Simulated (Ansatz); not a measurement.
Start from Ru in the hcp (Mg type) structure (space group P6_3/mmc, No. 194; a = 2.692 Å, c = 4.246 Å).

Level of theory: PBEsol (Ansatz, a quantum-chemistry and plane-wave program, PAW, no SOC).

One change was made to it. Results:

```json
[
 {"quantity": "shortest interatomic distance", "base": "4.972 bohr", "after": "4.883 bohr"},
 {"quantity": "c/a ratio", "base": "1.577", "after": "1.581"}
]
```

Q: Which of these changes matches the shifts?
A) pressure 9 GPa
B) pressure −1 GPa
C) pressure 4.5 GPa
D) pressure 22.5 GPa

A: D, pressure 22.5 GPa. For comparison, the shortest interatomic distance in the other runs: pressure 4.5 GPa gives 4.952 bohr; pressure 9 GPa gives 4.933 bohr; pressure −1 GPa gives 4.976 bohr.

Load acts through the strain it causes; cell and atoms are relaxed under it. Whether these cells are dynamically stable was not tested. No other phases were tried under pressure. All final runs are without spin polarisation.
